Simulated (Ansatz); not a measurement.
We consider MgO (model structure, started from the CsCl type, Pm-3m, No. 221, 2 atoms in the cell; like a known high-pressure phase), described by r²SCAN+rVV10 in Ansatz (PAW).

Run with plane-wave cutoff 560 eV, 14×14×14 k mesh, Fermi–Dirac smearing 0.01 eV, scalar-relativistic PAW data made under PBE.

Cell (relaxed at this level):

MgO has the cubic space group Pm-3m (No. 221), the CsCl type structure, Pearson symbol cP2. Lattice parameters: a = 2.6175 Å, b = 2.6175 Å, c = 2.6175 Å, α = 90.00°, β = 90.00°, γ = 90.00°. Mg on 1a has 8 O at 2.267 Å (cubic). O on 1b sees 8 Mg at 2.267 Å (cubic). (Neighbours: up to the widest gap in distance over summed covalent radii, below 1.35, at either atom; cation-cation and far metal-metal contacts left out.)

Problem. Give the computed band gap.

Solution. 
- band gap = 3.52 eV (on the SCF k mesh)

The computed numbers hold no vibrational or temperature effects.

Cost on a shared machine: very roughly 20 core-seconds.

A model structure was made by putting elements into a prototype or built by hand; it is no filed structure, need not be a known phase, and can be a saddle point held by its symmetry.

Ansatz is a first-principles code.
